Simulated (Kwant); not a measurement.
System: wire with a row of barriers in a ZnO two-dimensional gas. Effective mass 0.3 mₑ, grid spacing 1.3 nm, hard walls, nominal width 40 nm (31 grid rows, so walls 41.6 nm apart), one parabolic valley, scattering region 130 nm long along x; energies count from the band bottom; Fermi energy swept from 0.00062672 to 0.0074423 eV. 2 barrier(s) across the wire, height 0.069 eV, thickness 3.9 nm (about 3 grid columns), spaced by 20.8 nm.

Constants are typed, rounded textbook-type inputs, not results; the design itself was drawn at random and stands for no fabricated device.

Kwant, effective-mass tight-binding model on a square grid, one spin, coherent transport at 0 K. Conductance is in e²/h.

Q: How many channels do the leads carry at E = 4.18, 7.10 meV?

A: The hard-wall thresholds are n² ħ²π²/(2mW²) = n² × 0.724 meV with W = 41.6 nm. √(4.18/0.724) = 2.40, so 2. √(7.10/0.724) = 3.13, so 3.
